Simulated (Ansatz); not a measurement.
Fermi-surface data of Ni₃Ge under load (space group P4/mmm)

Input:

```
CELL_PARAMETERS angstrom
      3.51908     0.00000     0.00000
      0.00000     3.51908     0.00000
      0.00000     0.00000     3.54258
ATOMIC_POSITIONS crystal
  Ni 0.50000 0.00000 0.50000
  Ni 0.00000 0.50000 0.50000
  Ni 0.50000 0.50000 0.00000
  Ge 0.00000 0.00000 0.00000
```

Level of theory: PBEsol, rigid bands (plane waves, PAW, scalar-relativistic; Ansatz, a program for electronic structure). Condition of this run: uniaxial stress zz = -1 GPa (compression positive) (the target of the relaxation). Cell: cell and atoms relaxed with PBEsol, then loaded as said.

- density of states at the Fermi level: 2.24 states/(eV·cell), both spins
- bare Sommerfeld coefficient: 1.32 mJ/(mol of atoms·K²)
- Drude plasma energy: 1.79 (x), 1.79 (y), 1.73 (z) eV
- root-mean-square Fermi velocity: 1.5e5 m/s
- resistivity times τ: 152 (x), 152 (y), 163 (z) ×10⁻²² Ω·m·s

A metal at this level (no band gap); rigid bands, thermally averaged at 300 K, both spins. Spin-orbit coupling is left out. τ is one relaxation time for all states.

Treated as nonmagnetic (a ferromagnetic start lost its moment, other orders weren't tried): Ni3Ge under load (space group P4/mmm).
